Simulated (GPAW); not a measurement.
Convergence study of the k-point mesh at a smearing width of 0.05 eV for Al (Fm-3m, 1 atom in the cell)

```
Al
1.0
    0.00000     2.03107     2.03107
    2.03107     0.00000     2.03107
    2.03107     2.03107     0.00000
Al
1
Cartesian
  0.00000   0.00000   0.00000
```

Computed with PBEsol, GPAW PAW datasets PBEsol (made by gpaw-setup) (plane waves; GPAW).

Base settings: mode = pw; ecut = 600 eV; xc = PBEsol; kpts = 14 14 14; mesh shift (steps) = 0 0 0; occupations.name = methfessel-paxton; occupations.width = 0.1 eV; occupations.order = 0; nbands = -5; convergence.forces = 0.001 eV/Å.

In this ladder: occupations.width = 0.05 eV.

The second cell is the first with its lattice scaled by 0.98.

Only quantities that move along the ladder and can be compared are tabulated.

The count of work is k-points × plane waves × bands × iterations; it is no time. Core times come from one kind of shared machine, to one figure; runs under 30 s give none.

The starting cell has typed, rounded lattice constants, without a prior relaxation at this level. Its lattice was rescaled by up to half a per cent.

Steps (kpts): 5 5 5; 6 6 6; 7 7 7; 9 9 9; 10 10 10; 13 13 13; 15 15 15; 18 18 18; 22 22 22; 27 27 27; 33 33 33.

Problem. What is the coarsest kpts that holds the pressure within 0.1 GPa of the last step, with all finer ones?

Solution. 22 22 22, at 0.37 of the last step's count of work and about 0.3 of the last step's time; the step before is off by 0.12 GPa.

Problem. What is the coarsest kpts that holds the free energy within 5 meV/atom of the last step, with all finer ones?

Solution. 13 13 13, at 0.087 of the last step's count of work; the step before is off by 20 meV/atom.

Problem. What is the coarsest kpts that holds the energy of the compressed cell less the first within 1 meV/atom of the last step, with all finer ones?

Solution. 13 13 13, at 0.087 of the last step's count of work; the step before is off by 2.1 meV/atom.

```tsv
kpts	free energy less the last step's (meV/atom)	energy of the compressed cell less the first (meV/atom)	pressure (GPa)	count of work / last	core time / last (rough)
5 5 5	57.70	11.82	-0.73	0.010	–
6 6 6	-66.35	2.46	-2.02	0.016	–
7 7 7	-44.66	-5.03	-3.11	0.020	–
9 9 9	29.53	1.57	-2.21	0.047	–
10 10 10	20.04	-3.38	-2.61	0.048	–
13 13 13	3.27	-1.54	-2.53	0.087	–
15 15 15	-0.17	-1.82	-2.67	0.15	–
18 18 18	2.21	-1.05	-2.42	0.20	–
22 22 22	-2.37	-0.91	-2.48	0.37	0.3
27 27 27	-1.02	-1.31	-2.57	0.64	0.4
33 33 33	0.00	-1.32	-2.54	1.0	1
```
